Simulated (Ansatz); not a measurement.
System: LuBeNO (model structure, started from the LaZnOP type, P4/nmm, No. 129, 8 atoms in the cell). Method: PBEsol (Ansatz, a program for electronic structure, plane waves, PAW).

Run with plane-wave cutoff 520 eV, 10×10×4 k mesh (along the axes of the cell as run), Fermi–Dirac smearing 0.01 eV, scalar-relativistic PAW data made under PBE.

Cell (relaxed at this level):

```
CELL_PARAMETERS angstrom
      3.43621     0.00000     0.00000
      0.00000     3.43621     0.00000
      0.00000     0.00000     7.01222
ATOMIC_POSITIONS crystal
  Lu 0.00000 0.50000 0.82773
  Lu 0.50000 0.00000 0.17227
  Be 0.00000 0.00000 0.50000
  Be 0.50000 0.50000 0.50000
  N  0.50000 0.00000 0.59752
  N  0.00000 0.50000 0.40248
  O  0.50000 0.50000 0.00000
  O  0.00000 0.00000 0.00000
```

Problem. Predict the band gap, Γ–Γ gap and bulk modulus.

Solution. 
band gap: 3.53 eV (on the SCF k mesh)
Γ–Γ gap: 3.76 eV
bulk modulus: 135 GPa

Note: the bulk modulus is −V dP/dV from two relaxed cells at ±2 % in volume; the relaxation could raise the start's symmetry but not lower it, so the cell can be a saddle point.

Spin–orbit coupling is not included.

Computing time: about 9 core-minutes (a rough figure).

A model structure was made by putting elements into a prototype or built by hand; it is no filed structure, need not be a known phase, and can be a saddle point held by its symmetry.
